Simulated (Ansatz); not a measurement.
We consider MgO (model structure, from the HgO type, Fm-3m, No. 225), described by G0W0@PBEsol (plane waves, hard PAW, contour deformation; Ansatz, an electronic-structure program).

The cell is the one relaxed with PBEsol. Conventional cell: a = 4.2141 Å, b = 4.2141 Å, c = 4.2141 Å, α = 90.00°, β = 90.00°, γ = 90.00°.

The quasiparticle gap at Γ at a fixed k mesh 3×3×2:

```csv
response cutoff,value (eV)
"200 eV, 662 empty bands",7.199
"250 eV, 926 empty bands",7.259
"300 eV, 1217 empty bands",7.297
"400 eV, 1873 empty bands",7.337
```

Taking the value to converge with the response cutoff E as E^(−3/2), extrapolate from the last two rows.

With y = y∞ + c/w and weights w = 5196 and 8000 for the last two rows, y∞ = (w2 y2 − w1 y1)/(w2 − w1) = (8000 × 7.337 − 5196 × 7.297)/2804 = 7.411 eV, which lies 0.074 beyond the last row. Successive pairs of rows give 7.410, 7.418, 7.411. The limit also hangs on the law assumed, so its last digits aren't firm.

The other settings are not extrapolated, so this is the limit in one setting alone.

A model structure was made by putting elements into a prototype or built by hand; it is no filed structure, need not be a known phase, and can be a saddle point held by its symmetry.
